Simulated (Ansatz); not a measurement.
**SiO2: energy against strain**

SiO2 (rutile, P4_2/mnm, 7.854 Å³/atom at rest, c along z) under a strain ε along c (axis z), the other axes held. PBEsol in Ansatz, a plane-wave DFT program (PAW, default set), 420 eV, 8×8×12 Γ-centred mesh, Fermi-Dirac smearing 0.05 eV; ions are relaxed within the symmetry of each cell.

Here s stands for strain and y for E less E0.

| strain (%) | E less E0 (meV/atom) |
|---|---|
| -1.20 | 2.59 |
| -0.60 | 0.64 |
| 0.00 | 0.00 |
| 0.60 | 0.62 |
| 1.20 | 2.45 |
| 3.00 | ? |

Q: Fit y against s with a parabola, and predict the withheld value at s = 3.00.

A: Least squares gives y = 0.000 - 0.0500·s + 1.7500·s². Residuals (row less fit): 0.010, -0.020, 0.000, 0.020, -0.010; standard error 0.022 (degrees of freedom: 2). Twice the quadratic coefficient over the volume, 2 × 1.7500 meV × 10⁴ × 0.1602 / 7.854 Å³, is the elastic constant C33 = 714 ± 7 GPa. At the withheld row, y = 0.000 - 0.0500 × 3.0 + 1.7500 × 3.0² = 15.600 meV/atom. The calculation gives 14.68 meV/atom, 0.920 meV/atom below the prediction (6.3 % of the range of y in the table). The row lies outside the fitted rows, so this is an extrapolation. From the scatter of the fitted rows alone, a prediction at this place has a standard error of 0.144 meV/atom, so the miss is 6.4 times that.

One order more, fitted to all 11 runs of the series, follows each within 0.01, so the miss is the next term of a smooth law. SiO2 is here stishovite, a high-pressure form. Rows are the converged runs of the series near zero and its far end; series whose fitted rows scatter by over a few per cent of the range, as at a crossing or softening among them, aren't shown in this form. Most that stay on the fit to the last digits aren't either.
